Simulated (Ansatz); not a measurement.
A thin film of Sr (fcc (Cu type), Fm-3m) is deposited stress-free at 650 K on a thick substrate of Cu (fcc (Cu type), Fm-3m) and cooled to 300 K. Take the in-plane direction as the cubic or basal-plane axis of each crystal, and these free lattice constants from quasi-harmonic approximation on Ansatz (a program for electronic structure), PBEsol functional, plane-wave PAW.

```tsv
crystal	a at 300 K (Å)	a at 650 K (Å)
Sr	5.95964	6.02597
Cu	3.57912	3.59998
```

 Spin-orbit coupling is not included. The runs of Sr (PBEsol) noted for some cells that some bands missed the eigensolver's tolerance; how far this moves their values was not measured.

Question: What in-plane thermal strain does the film carry at 300 K, and is it tensile or compressive?

Answer: With logarithmic strains ln(a_hot/a_300): left free, the film would shrink by 1.107 % and the substrate by 0.581 %. The film is held to the substrate, so its strain is 0.526 %: tensile. Plastic relief and phase changes are ignored.
